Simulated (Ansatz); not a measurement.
# Short convergence ladders for the (001) slab of Lu3TlC (cut from a parent of space group no. 221; 10 atoms in the cell)

```xyz
10
Lattice="4.7318 0.0000 0.0000 0.0000 4.7318 0.0000 0.0000 0.0000 21.0978" Properties=species:S:1:pos:R:3 pbc="T T T"
Lu     2.3659     0.0000     7.0000
Lu     0.0000     2.3659     7.0000
Lu     2.3659     2.3659     9.3660
Tl     0.0000     0.0000     9.3660
C      2.3659     2.3659     7.0000
Lu     2.3659     0.0000    11.7319
Lu     0.0000     2.3659    11.7319
Lu     2.3659     2.3659    14.0978
Tl     0.0000     0.0000    14.0978
C      2.3659     2.3659    11.7319
```

Base method: LDA (PW92), default PAW files made with PBE (plane waves; Ansatz, a first-principles code).

Base settings: basis.ecutwfc = 420 eV; kpoints.mp_grid.grid = 3 3 1; hamiltonian.xc = lda; hamiltonian.pseudopotentials = {kind: paw} (the program's default PAW files); scf.occupations.method = gaussian; scf.occupations.width = 0.1 eV.

The count of work is k-points × plane waves × bands × iterations; it is no time. 

**The vacuum with a dipole correction**

In this ladder: efield.axis = 3; efield.dipole_correction = true.

The mesh stays at the base's, so the ladder's end is converged at best in this setting alone.

Only quantities that move along the ladder and can be compared are tabulated.

```csv
vacuum between outermost atoms (Å),free energy less the last step's (meV/atom),largest difference of a force vector from the last step's (eV/Å),count of work / last
6.0,-11.04,0.166,0.45
8.0,-0.75,0.020,0.56
10.0,-0.05,0.002,0.68
14.0,0.01,0.000,0.78
20.0,0.00,0.000,1.0
```

Smallest vacuum between outermost atoms (Å) that holds the forces within 0.005 eV/Å of the last step, with all finer ones: 10.0; the step before is off by 0.020 eV/Å.

Smallest vacuum between outermost atoms (Å) that holds the free energy within 5 meV/atom of the last step, with all finer ones: 8.0; the step before is off by 11 meV/atom.

**The plane-wave cutoff**

The mesh stays at the base's, so the ladder's end is converged at best in this setting alone.

Only quantities that move along the ladder and can be compared are tabulated.

| basis.ecutwfc | free energy less the last step's (meV/atom) | largest difference of a force vector from the last step's (eV/Å) | count of work / last |
|---|---|---|---|
| 210 eV | 4242.27 | 0.111 | 0.12 |
| 250 eV | 765.32 | 0.043 | 0.15 |
| 295 eV | 85.95 | 0.008 | 0.20 |
| 355 eV | 10.47 | 0.013 | 0.28 |
| 420 eV | 1.80 | 0.001 | 0.35 |
| 505 eV | 0.38 | 0.000 | 0.47 |
| 630 eV | 0.13 | 0.000 | 0.65 |
| 840 eV | 0.00 | 0.000 | 1.0 |

Coarsest basis.ecutwfc that holds the free energy within 1 meV/atom of the last step, with all finer ones: 505 eV; the step before is off by 1.8 meV/atom.

Coarsest basis.ecutwfc that holds the forces within 0.02 eV/Å of the last step, with all finer ones: 295 eV, at 0.20 of the last step's count of work; the step before is off by 0.043 eV/Å.

On the base run: the starting cell comes from a database of computed structures (which also holds hypothetical and non-ambient phases and stackings), without a prior relaxation at this level. The slab is cut from that crystal, and its faces are unrelaxed. Its lattice was rescaled by up to half a per cent. Spin polarisation is off, though cut faces can carry moments; the slab shows no gap. Without a gap this mesh is coarse (it stands for a supercell whose shortest in-plane vector is 14 Å).

Keys are those of Ansatz 0.2.
